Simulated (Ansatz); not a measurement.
# HfN: response to strain

Base system: HfN in the rock salt structure (space group Fm-3m, No. 225; a = 4.4683 Å; relaxed with 0.1 eV smearing). Axes: x, y, z lie along the cube axes.

Strains are applied to the cell and any free atomic positions relax; under biaxial strain the out-of-plane vector relaxes too.

Level of theory: LDA, PAW, 420 eV (Ansatz, a program for electronic structure; spin-orbit coupling left out).

```json
[
 {"biaxial strain, plane normal [001], relaxed out of plane (%)": "-3", "out-of-plane strain (%)": "1.05"},
 {"biaxial strain, plane normal [001], relaxed out of plane (%)": "-2.5", "out-of-plane strain (%)": "0.87"},
 {"biaxial strain, plane normal [001], relaxed out of plane (%)": "-2", "out-of-plane strain (%)": "?"},
 {"biaxial strain, plane normal [001], relaxed out of plane (%)": "-1.5", "out-of-plane strain (%)": "0.52"},
 {"biaxial strain, plane normal [001], relaxed out of plane (%)": "-1", "out-of-plane strain (%)": "0.34"},
 {"biaxial strain, plane normal [001], relaxed out of plane (%)": "-0.5", "out-of-plane strain (%)": "0.17"},
 {"biaxial strain, plane normal [001], relaxed out of plane (%)": "0", "out-of-plane strain (%)": "0.00"}
]
```

Problem. Fit ε⊥ = −νε + γε² (strains in %) to the rows shown and predict the withheld row.

Solution. Least squares on the printed values gives ν = 0.34 (the biaxial Poisson response) and γ = 0.004 (largest residual 0.00 %); this predicts 0.69 %, and the run gives 0.69 %, in agreement.

Whether these cells are dynamically stable was not tested. All final runs are without spin polarisation. An odd electron count without spin: HfN.
